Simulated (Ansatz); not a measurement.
**Effect of O → N on KTaO3**

Start from KTaO3 in the cubic perovskite structure (space group Pm-3m, No. 221; a = 3.989 Å).

Modification: full substitution O → N; the structure is relaxed again.

Computed with r2SCAN (Ansatz, a first-principles code; PAW; 500 eV plane waves; no SOC), earlier PAW set. Settings: 11×11×11 k-points, 0.05 eV Fermi–Dirac smearing, for the changed cell.

```json
{
 "volume_per_atom": "14.38 Å³ (base 12.70 Å³)",
 "density": "6.05 g/cm³ (base 7.01 g/cm³)",
 "space_group": "Pm-3m (No. 221) (base Pm-3m (No. 221))",
 "shortest_interatomic_distance": "2.079 Å (base 1.995 Å)",
 "band_gap": "zero (base 2.64 eV)",
 "magnetic_state": "ferromagnetic (base not spin-polarised)"
}
```

Cost of the whole job for the changed cell (relaxation, final SCF and bands): around 4 core-minutes (rough).

Other magnetic orders, which the real material may have, were not ruled out. Spin-orbit coupling, missing from the scalar runs, can matter with Ta. Stability against distortions was not tested. As relaxed here, KTaN3 is a hypothetical phase, not in the database extracts checked.
